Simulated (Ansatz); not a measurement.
An Ansatz (an electronic-structure program) run: GaCuSe2 with a change (pressure 15 GPa); DFT with PBE, PAW potentials and a 420 eV plane-wave cutoff in Ansatz, without spin-orbit coupling.

Input:

Ansatz 0.2 input:
```yaml
crystal:
  lattice:
    - [-2.7315202094, 2.7315202094, 5.417736137]
    - [2.7315202094, -2.7315202094, 5.417736137]
    - [2.7315202094, 2.7315202094, -5.417736137]
  atoms:
    - { symbol: Ga, position: [0.5, 0.5, 0] }
    - { symbol: Ga, position: [0.25, 0.75, 0.5] }
    - { symbol: Cu, position: [0, 0, 0] }
    - { symbol: Cu, position: [0.75, 0.25, 0.5] }
    - { symbol: Se, position: [0.875, 0.8829463646, 0.5079463646] }
    - { symbol: Se, position: [0.1170536354, 0.625, 0.9920536354] }
    - { symbol: Se, position: [0.375, 0.3670536354, 0.4920536354] }
    - { symbol: Se, position: [0.6329463646, 0.125, 0.0079463646] }
basis: { ecutwfc: 420, ecutrho_ratio: 4, xc_grid: 2, fft_grid_basis: typed }
kpoints: { mp_grid: { grid: [8, 8, 8] } }
hamiltonian:
  xc: pbe
  dispersion: none
  pseudopotentials: { kind: paw }
scf: { occupations: { method: fermi_dirac, width: 0.05 } }
relax: { f_tol: 0.01, max_steps: 60, cell: { stress_tol: 0.02, p_target: 15.0 } }
output: { forces: true, stress: true }
checkpoint: { write: state.ck, write_every: 1000 }
```

Output (explanatory and most iteration lines left out):

```
Relaxation: its limit of steps is 60 (relax.max_steps)
Pseudopotential: Ga, paw, valence charge 13
Pseudopotential: Cu, paw, valence charge 19
Pseudopotential: Se, paw, valence charge 16
Crystal: 8 atoms, lattice volume = 161.691 Å³
Basis set: ecut = 420 eV, 3123 PW (Γ), exchange–correlation on 90×90×90 points (8 copies of the dense FFT grid, shifted against one another)
Bands: 77, of which v1, the nominal top of the filled ones, is band 64 counted from 1 (63 counted from 0)
Symmetry: 8 space group operations
Space group: I-42d (ITA 122), of the structure as read, at distance tolerance 5.4e-5 Å
k-points: 59 of 512 (time reversal used)
Functional: x = pbe(κ = 0.804, μ = 0.2195149727645171), c = pbe(β = 0.06672455060314922)
SCF iter   1: F=—  HF=-42696.039853 eV  |F-HF|=—  |Δ(HF+E_count)|=         —  Δρ=8.11e-4  dr2=1.48e-3  ethr=1.77e-3  ⟨swp⟩=5.9  Hψ=16066  notcnv=0  defer=6
SCF iter   2: F=—  HF=-42696.040600 eV  |F-HF|=—  |Δ(HF+E_count)|=   7.46e-4  Δρ=5.57e-4  dr2=3.41e-4  ethr=1.16e-6  ⟨swp⟩=3.0  Hψ=9349  notcnv=0  defer=45
SCF 1 converged in 7 iterations: F = -42696.040638 eV  dr2 = 7.59e-8
relax step   1: F+E_penalty+E_count = -42696.04063750 eV  Δ(F+E_penalty+E_count) = +0.000e0 eV  max|allowed force component| = 4.156e-4 eV/Å  Δτ_max = 0.0000 Å  P = +9.006 GPa  Ω = 161.691 Å³  (7 SCF iters, dr2 threshold 1.00e-7 eV, accepted)
[... steps on the carried basis left out ...]
relax step   5: F+E_penalty+E_count = -42695.42290331 eV  Δ(F+E_penalty+E_count) = +2.510e-3 eV  max|allowed force component| = 3.009e-4 eV/Å  Δτ_max = 0.0000 Å  P = +15.007 GPa  Ω = 153.353 Å³  stress off target by 1.94e-2 GPa  SCF on the basis re-selected at this cell (its energy is not comparable with the rows above)  (9 SCF iters)
SCF converged after 9 iterations
Free energy (F): -42695.422903 eV
Internal energy: -42695.422899 eV  (E = F + TS)
E sigma→0 (E₀):  -42695.422901 eV
Entropy (-TS):   -0.000004 eV (-0.000 meV/atom)
Fermi energy:    11.239958 eV
--- Forces (eV/Å), atoms counted from 1 ---
  atom   1  Ga    -0.00000000     0.00000000     0.00000000
  atom   2  Ga     0.00000000    -0.00000000    -0.00000000
  atom   3  Cu    -0.00000000    -0.00000000    -0.00000000
  atom   4  Cu    -0.00000000    -0.00000000     0.00000000
  atom   5  Se     0.00030089     0.00000000     0.00000000
  atom   6  Se    -0.00000000    -0.00030089    -0.00000000
  atom   7  Se    -0.00030089     0.00000000     0.00000000
  atom   8  Se    -0.00000000     0.00030089     0.00000000
--- Stress (GPa, compression-positive) ---
       15.001418      -0.000000      -0.000000
        0.000000      15.001418       0.000000
       -0.000000       0.000000      15.019372
  P = ⅓ Tr σ = 15.0074 GPa (150.074 kbar)
--- Relaxed structure (4 steps of the walk, 4 accepted, 1 SCFs on fresh bases) ---
  cell:  # Å, volume = 153.3531 Å³
    - [-2.6844514830214594, 2.6844514830214594, 5.320118752951903]
    - [2.6844514830214594, -2.6844514830214594, 5.320118752951903]
    - [2.6844514830214594, 2.6844514830214594, -5.320118752951903]
  atoms:
    - { symbol: Ga, position: [0.5000000000000001, 0.5000000000000001, 1.984613126335822e-20] }
    - { symbol: Ga, position: [0.25, 0.75, 0.49999999999999994] }
    - { symbol: Cu, position: [2.4807664079201084e-20, -4.961532815839201e-21, 1.9846131263361898e-20] }
    - { symbol: Cu, position: [0.75, 0.25, 0.49999999999999994] }
    - { symbol: Se, position: [0.8750000000000001, 0.8835505994324026, 0.5085505994324024] }
    - { symbol: Se, position: [0.11644940056759756, 0.625, 0.9914494005675978] }
    - { symbol: Se, position: [0.375, 0.36644940056759767, 0.4914494005675976] }
    - { symbol: Se, position: [0.6335505994324024, 0.125, 0.00855059943240244] }
```

Load acts through the strain it causes; cell and atoms are relaxed under it. Stability against distortions was not tested. Competing high-pressure phases were not computed. The final runs are not spin-polarised. The cell was made from GaCuSe2 in the chalcopyrite structure (space group I-42d, No. 122) by this change: pressure 15 GPa.
